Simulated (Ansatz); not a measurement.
The starting structures come from a database of crystals and need not be the phases stable at ambient conditions.

```
WO3
1.0
    3.88232     0.00000     0.00000
    0.00000     3.88232     0.00000
    0.00000     0.00000     3.80620
W O
1 3
Direct
  0.00000   0.00000   0.00000
  0.00000   0.00000   0.50000
  0.50000   0.00000   0.00000
  0.00000   0.50000   0.00000
```

The cell is strained (lengths across the current scaled by 1.02, ions clamped); by PBEsol it stands under a pressure of -9.9 GPa.

Transport runs along the normal of the first two printed cell vectors, the (001) (indices of the unstrained crystal) plane of the conventional cell.

The gap is the functional's own, uncorrected, and κ follows it; spin-orbit coupling is left out. Mid-gap means the computed energy nearest the middle.

Q: Give the band gap and the smallest decay constant κ at mid-gap that PBEsol (Ansatz, a program for electronic structure) yields.

A: Gap 0.47 eV on a 8×8×8 mesh; κ = 0.094 1/Å, at the zone centre.
